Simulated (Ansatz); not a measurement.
The starting structures come from a database of crystals and need not be the phases stable at ambient conditions.

Input:

```
Ge3N4
1.0
    5.87722     0.00000     0.00000
   -2.93861     5.08983     0.00000
    2.93861     1.69661     4.79873
Ge N
6 8
Direct
  0.75000   0.37500   0.87500
  0.25000   0.37500   0.37500
  0.75000   0.37500   0.37500
  0.25000   0.87500   0.37500
  0.00000   0.00000   0.00000
  0.50000   0.75000   0.75000
  0.76632   0.14948   0.61684
  0.26632   0.13316   0.60052
  0.76632   0.61684   0.61684
  0.26632   0.13316   0.13316
  0.23368   0.61684   0.61684
  0.73368   0.13316   0.13316
  0.23368   0.61684   0.14948
  0.73368   0.60052   0.13316
```

Space group of this cell: Fd-3m. The cell is taken as given; by PBEsol its mean pressure is -6.4 GPa.

The numbers are results of PBEsol (plane waves, PAW; Ansatz, a first-principles code), not measurements.

The current runs along the normal of the first two printed vectors; no spin-orbit coupling. Scaled by the factor s: both lengths across the current (ions clamped). Meshes 8×8×8 and 6×6 across the current in all rows.

```csv
s,mean pressure (GPa),band gap (eV)
0.98,2.8,2.03
1.00,-6.4,1.87
1.02,-13.8,?
```

Problem. Take the slope of the band gap against ln s from the two given rows, extrapolate to s = 1.02, and say what the run there gives.

Solution. Slope = (2.03 − 1.87) / ln 0.98 = -7.92 eV. The line gives 1.87 + (-7.92) × ln 1.02 = 1.71 eV. The run gives 1.29 eV, 0.42 eV under the line, 270 % of the predicted step.
